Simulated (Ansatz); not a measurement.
A series of runs on KMg6Zn (P1, 8 atoms in the cell)

```xyz
8
Lattice="5.1637 0.0000 0.0000 0.0000 3.0514 6.7540 0.0000 -3.0514 6.7540" Properties=species:S:1:pos:R:3 pbc="T T T"
K      2.4827     0.0172     9.4589
Mg     2.5514     1.5267     5.9396
Mg     2.6393    -1.4788     5.9336
Mg     0.0036     1.5432     7.6258
Mg     0.0598    -1.6693     7.6375
Mg    -0.0320     0.0092     4.0463
Mg     0.0120     0.0063    11.7518
Zn     2.6105     0.0454     1.6386
```

Base run A: LDA (PW92), default PAW files made with PBE (Ansatz, an electronic-structure program), self-consistent single point.

Its settings: basis.ecutwfc = 420 eV; kpoints.mp_grid.grid = 4 4 4; hamiltonian.xc = lda; hamiltonian.pseudopotentials = {kind: paw} (the program's default PAW files); scf.occupations.method = fermi_dirac; scf.occupations.width = 0.1 eV.

The starting cell comes from a database of computed structures (which also holds hypothetical and non-ambient phases and stackings), without a prior relaxation at this level. Its atoms were displaced at random from the sites of space group no. 38. Ansatz's pressure includes its estimate of the finite-basis (Pulay) stress.

```tsv
run	change	pressure (GPa)	largest force (eV/Å)
A	base	-1.68	0.380
B	hamiltonian.xc: lda → pbesol [PBEsol]	-0.53	0.444
C	hamiltonian.xc: lda → rpbe [RPBE]	1.40	0.505
D	hamiltonian.xc: lda → revpbe [revPBE]	1.18	0.496
E	hamiltonian.xc: lda → blyp [BLYP]	1.46	0.429
F	basis.ecutwfc: 420 eV → 500 eV; hamiltonian.xc: lda → r2scan [r2SCAN]	-0.22	0.453
```

Run C against A: The pressure goes from -1.68 to 1.40 GPa and the largest force goes from 0.380 to 0.505 eV/Å.

Run F against A: The pressure goes from -1.68 to -0.22 GPa and the largest force goes from 0.380 to 0.453 eV/Å.

Run B against A: The pressure goes from -1.68 to -0.53 GPa and the largest force goes from 0.380 to 0.444 eV/Å.

Keys are those of Ansatz 0.2.
